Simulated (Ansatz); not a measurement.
The reference is Ir in the fcc (Cu type) structure (space group Fm-3m, No. 225; relaxed with 0.1 eV smearing).

```
Ir
1.0
    0.00000     1.91555     1.91555
    1.91555     0.00000     1.91555
    1.91555     1.91555     0.00000
Ir
1
Direct
  0.00000   0.00000   0.00000
```

Cartesian axes are those of the cell as printed.

Method: PBEsol (Ansatz, a first-principles code, PAW, spin-orbit coupling left out).

Before the change:

```
Property                         Value
-----------------------------  -------
Shortest interatomic distance  2.709 Å
```

It is then changed as follows: a pure shear with ε_xy = ε_yx = 0.0029; the atoms relax in the strained cell.

**Question.** Estimate the effect on the energy relative to the base, stress and shortest interatomic distance.

**Answer.** The energy grows by 0.4 meV/atom; the stress (xx, yy, zz, yz, xz, xy; compression positive) comes out as (0.0, 0.0, 0.0, 0.0, 0.0, -1.6) GPa; the shortest interatomic distance shrinks by 0.008 Å (2.709 Å → 2.701 Å).

Whether these cells are dynamically stable was not tested. The final runs are not spin-polarised.
